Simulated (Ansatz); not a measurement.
Band structure of W (Im-3m, 1 atom in the cell).

```
CELL_PARAMETERS angstrom
     -1.57771     1.57771     1.57771
      1.57771    -1.57771     1.57771
      1.57771     1.57771    -1.57771
ATOMIC_POSITIONS crystal
  W  0.00000 0.00000 0.00000
```

Level of theory: PBE (plane waves, PAW; Ansatz, a first-principles code).

Settings: basis.ecutwfc = 420 eV; kpoints.mp_grid.grid = 19 19 19; hamiltonian.xc = pbe; hamiltonian.pseudopotentials = {kind: paw} (the program's default PAW files); scf.occupations.method = gaussian; scf.occupations.width = 0.272 eV; kpoints.band_path.npoints = 8.

The starting cell comes from a database of computed structures (which also holds hypothetical and non-ambient phases and stackings), without a prior relaxation at this level. Its lattice was rescaled by a random factor within 2.5 % of one. Spin-orbit coupling is off. Spin polarisation is off.

Levels in eV from the Fermi level, bands 4 to 10:
```csv
point,4,5,6,7,8,9,10
Γ,-37.66,-9.66,-1.24,-1.24,-1.24,2.29,2.29
H,-38.59,-5.90,-5.90,5.24,5.24,5.24,8.34
N,-37.67,-6.32,-3.60,0.74,2.19,3.19,6.25
P,-38.34,-2.97,-2.97,-2.97,3.36,3.36,6.74
```

Bands cross the Fermi level along this path, so the cell is metallic at this level.

Keys are those of Ansatz 0.2.
